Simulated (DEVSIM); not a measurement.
Structure: abrupt Si p-n junction, at 300 K.

Layer 1 from the left is Si, thickness (μm) 75.0, Na (cm⁻³) 1.1e18, τn (s) 0.00049, τp (s) 0.00049. Layer 2 from the left is Si, thickness (μm) 120, Nd (cm⁻³) 2.5e15, τn (s) 0.00049, τp (s) 0.00049.

Left contact: ohmic. Right contact: ohmic. Voltage is applied to the left contact. Recombination: SRH at mid-gap, Auger. Mobility is μmin + (μ − μmin)/(1 + (N/Nref)^α).

This is a model device: material constants are rounded textbook-type values typed into the input, and sizes, dopings and lifetimes were drawn at random. Values at 300 K.

Si: gap (eV) 1.124, affinity (eV) 4.05, permittivity 11.7, Nc (cm⁻³) 2.86e19, Nv (cm⁻³) 3.1e19, μn (cm²/Vs) 1417, μp (cm²/Vs) 470, μn,min 52, μp,min 45, Nref,n 9.7e16, Nref,p 2.2e17, αn 0.68, αp 0.72, Cn (cm⁶/s) 2.8e-31, Cp (cm⁶/s) 9.9e-32.

### Question
Estimate by hand the built-in potential, the peak field at zero bias, the capacitance at -0.6 V, and compare with a numerical solution.

### Answer

- Built-in potential: ni = √(Nc Nv) exp(−Eg/2kT) = 1.08e10 cm⁻³ with Eg = 1.124 eV; Vbi = kT/q ln(Na Nd/ni²) = 0.796 V; numerical 0.796 V.
- Peak field at zero bias: depletion approximation: W = √(2εVbi/(qN)) = 0.642 μm with N = 2.49e15 cm⁻³; field = 2Vbi/W = 24800 V/cm; numerical 60200 V/cm (estimate below by 59 %).
- Capacitance at -0.6 V: C = √(qεN / 2(Vbi + |V|)) = 12.2 nF/cm²; numerical 12.6 nF/cm² (estimate below by 3.7 %).

DEVSIM, 1D drift-diffusion, Boltzmann statistics, complete ionisation; no tunnelling, impact ionisation, image-force lowering or self-heating.
